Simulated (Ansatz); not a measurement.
A user runs Ansatz (an electronic-structure program) on SnI2 (P4_2/mnm, 6 atoms in the cell) and asks whether the run is sound. The aim is a self-consistent single point with DFT, LDA (PW92), plane waves, default PAW files made with PBE.

Cell that was meant: a = 7.0294 Å, b = 7.0294 Å, c = 4.5270 Å, α = 90.00°, β = 90.00°, γ = 90.00°.

Part of the input:

```yaml
  occupations:
    method: gaussian
    width: 0.0073 Ry
  max_iter: 40
  convergence:
    dr2_threshold: 1.0e-22 eV
output:
  forces: true
  eigenvalues: true
```

Output (repeated stretches shortened):

```
WARN basis.ecutwfc = 420 eV, the default
WARN ansatz: RAYON_NUM_THREADS=1 ignored (pool sized by the plan → 1); use --threads N
   [... lines left out ...]
PAW frozen core: I, regenerated for the run's functional, and the local potential with it
Initial density: superposition of atomic densities (neutral atoms: chi_scale 0, normalization atom), corrected by the library's trained network
Initial wavefunctions: pseudopotential atomic-orbital guess
Eigensolver: davidson
Functional: x = slater, c = lda
SCF iter   1: F=—  HF=-41184.694771 eV  |F-HF|=—  |Δ(HF+E_count)|=         —  Δρ=4.95e-3  dr2=2.93e-2  ethr=1.77e-3  ⟨swp⟩=9.9  Hψ=2545  notcnv=0  defer=2
all-band conjugate gradients solve this SCF's bands
preconditioner: auto → Resta (q_TF=auto, 2.370 Å⁻¹)
SCF iter   2: F=—  HF=-41184.687240 eV  |F-HF|=—  |Δ(HF+E_count)|=   7.53e-3  Δρ=2.36e-3  dr2=7.03e-3  ethr=3.06e-5  ⟨swp⟩=2.0  Hψ=817  notcnv=0  defer=2
   [... lines left out ...]
SCF iter  17: F=—  HF=-41184.686269 eV  |F-HF|=—  |Δ(HF+E_count)|=  7.28e-12  Δρ=8.22e-13  dr2=1.39e-21  ethr=9.19e-19 (applied; sched 1.00e-12)  ⟨swp⟩=1.0  Hψ=484  notcnv=0  defer=38
SCF iter  18: F=—  HF=-41184.686269 eV  |F-HF|=—  |Δ(HF+E_count)|=  7.28e-12  Δρ=2.65e-13  dr2=1.34e-22  ethr=1.00e-12  ⟨swp⟩=9.1  Hψ=1174  notcnv=0
SCF iter  19: F=-41184.686269 eV  HF=-41184.686269 eV  |F-HF|=0.00e0  |Δ(HF+E_count)|=  7.28e-12  Δρ=5.08e-14  dr2=6.09e-24  ethr=1.00e-12  ⟨swp⟩=1.0  Hψ=558  notcnv=0
SCF 1 converged in 19 iterations: F = -41184.686269 eV  dr2 = 6.09e-24
Free energy (F): -41184.686269 eV
Internal energy: -41184.686269 eV  (E = F + TS)
E sigma→0 (E₀):  -41184.686269 eV
Fermi energy:    7.246249 eV
--- Forces (eV/Å), atoms counted from 1 ---
  atom   1  Sn     0.00000000    -0.00000000     0.00000000
  atom   2  Sn     0.00000000     0.00000000     0.00000000
  atom   3  I     -0.37508365    -0.37508365     0.00000000
  atom   4  I     -0.37508365     0.37508365     0.00000000
  atom   5  I      0.37508365    -0.37508365     0.00000000
  atom   6  I      0.37508365     0.37508365     0.00000000
--- Stress (GPa, compression-positive) ---
        3.507255       0.000000       0.000000
        0.000000       3.507255       0.000000
        0.000000       0.000000       4.525969
  P = ⅓ Tr σ = 3.8468 GPa (38.468 kbar)
  The stress holds the Pulay correction. Without it, at fixed plane waves, as pw.x and ABINIT print it: P = 3.8143 GPa
```

Task: Is this run sound? If not, what is wrong?

Result: The results can be used. The input holds a threshold far tighter than needed, beside a limit on iterations, which can do harm: each further decade of the residual costs iterations, and near the noise of double precision and of the grids the loop may never get there. Here it did none. The run converged in 19 iterations, and against the sound input the free energy hardly moves (within 1 meV/atom), the pressure stays at 3.85 GPa, the largest force stays at 0.530 eV/Å and the gap on the mesh stays at 1.028 eV. It cost iterations: the sound input took 7.

The sound input it was made from differs as follows (other fixes are possible):
```diff
-  max_iter: 40
-  convergence:
-    dr2_threshold: 1.0e-22 eV
```

With that input, the run converged in 7 iterations: free energy E − TS (on the zero of these files) -41184.6863 eV; top of the valence band (on the code's own zero) 6.73 eV; gap on the k-point mesh 1.03 eV; pressure 3.85 GPa; largest force (vector length) 0.530 eV/Å (DFT, LDA (PW92), plane waves, default PAW files made with PBE).

On the sound input: the starting cell was generated: these elements placed on a structure prototype, without a prior relaxation; it need not be a known phase or ordering of this composition. Its lattice was rescaled by a random factor within 2.5 % of one. Spin-orbit coupling is off. With a pressure of about 4 GPa the cell is away from its equilibrium volume at this level. Ansatz's pressure includes its estimate of the finite-basis (Pulay) stress.

Keys are those of Ansatz 0.2.
